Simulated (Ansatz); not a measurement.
The parent structure is Hf in the hcp (Mg type) structure (space group P6_3/mmc, No. 194).

```
Hf
1.0
    3.15905     0.00000     0.00000
   -1.57953     2.73582     0.00000
    0.00000     0.00000     5.00010
Hf
2
Direct
  0.33333   0.66667   0.75000
  0.66667   0.33333   0.25000
```

Cartesian axes are those of the cell as printed.

Level of theory: Kohn–Sham DFT with the PBEsol functional, run in Ansatz (a program for electronic structure) with PAW and 420 eV plane waves, no spin-orbit coupling.

Base values:

The volume per atom is 21.61 Å³, the pressure is 0.0 GPa and the band gap is zero.

It is then changed as follows: biaxial strain −2.48 %, plane normal [001], relaxed out of plane (Cartesian); in-plane vectors clamped, the third vector and the atoms free.

### Question
Predict the new volume per atom.

### Answer
The volume per atom falls by 0.674 Å³ to 20.93 Å³.

### Question
How does this affect the pressure?

### Answer
The pressure (mean of the normal stresses, compression positive) goes from zero to 3.7 GPa.

### Question
What happens to the band gap?

### Answer
The band gap remains zero.

Whether these cells are dynamically stable was not tested. The final runs are not spin-polarised.
